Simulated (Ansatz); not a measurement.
# AgI under a change: pressure 45 GPa

Start from AgI in the zinc blende structure (space group F-43m, No. 216; a = 6.6283 Å).

Perturbation: cell and atoms relaxed at a pressure of 45 GPa.

Computed with DFT with PBE, PAW potentials and a 420 eV plane-wave cutoff in Ansatz (a quantum-chemistry and plane-wave program), scalar-relativistic without spin-orbit coupling. Γ-centred 9×9×9 mesh, Fermi–Dirac width 0.05 eV.

```json
[
 {"quantity": "volume per atom", "base": "36.40 Å³", "changed": "22.54 Å³", "shift": "-13.86 Å³"},
 {"quantity": "density", "base": "5.35 g/cm³", "changed": "8.65 g/cm³", "shift": "+3.294 g/cm³"},
 {"quantity": "lattice parameter a", "base": "6.628 Å", "changed": "5.649 Å", "shift": "-0.979 Å"},
 {"quantity": "shortest interatomic distance", "base": "2.870 Å", "changed": "2.446 Å", "shift": "-0.424 Å"},
 {"quantity": "enthalpy H = E + PV relative to the base's energy", "base": "–", "changed": "+7.51 eV/atom", "shift": "–"},
 {"quantity": "band gap", "base": "1.34 eV", "changed": "1.40 eV", "shift": "+0.054 eV"},
 {"quantity": "gap character", "base": "direct at Γ", "changed": "direct at Γ", "shift": "–"},
 {"quantity": "width of the top valence band", "base": "1.59 eV", "changed": "3.74 eV", "shift": "+2.15 eV"},
 {"quantity": "electron mass", "base": "0.18 mₑ (at Γ)", "changed": "0.14 mₑ (at Γ)", "shift": "–"},
 {"quantity": "hole mass (degenerate bands, along [100])", "base": "0.22, 0.79, 0.79 mₑ (at Γ)", "changed": "0.16, 0.35, 0.35 mₑ (at Γ)", "shift": "–"},
 {"quantity": "valley order (the lowest conduction-band minima on the path, energy above the VBM, named in the base's zone)", "base": "Γ 1.34 eV; L along ⟨111⟩ 2.79 eV; X along ⟨100⟩ 3.79 eV", "changed": "Γ 1.40 eV; X along ⟨100⟩ 2.32 eV; L along ⟨111⟩ 2.35 eV", "shift": "–"}
]
```

Spin-orbit coupling, missing from the scalar runs, can matter with I. Load acts through the strain it causes; cell and atoms are relaxed under it. Effective masses come from finite differences of ±0.01 Å⁻¹. No phonon test of stability was made. Tetrahedral semiconductors of this kind turn to denser phases somewhere between about 1 and 50 GPa; those were not computed, so compressed cells here can lie past the real transition.
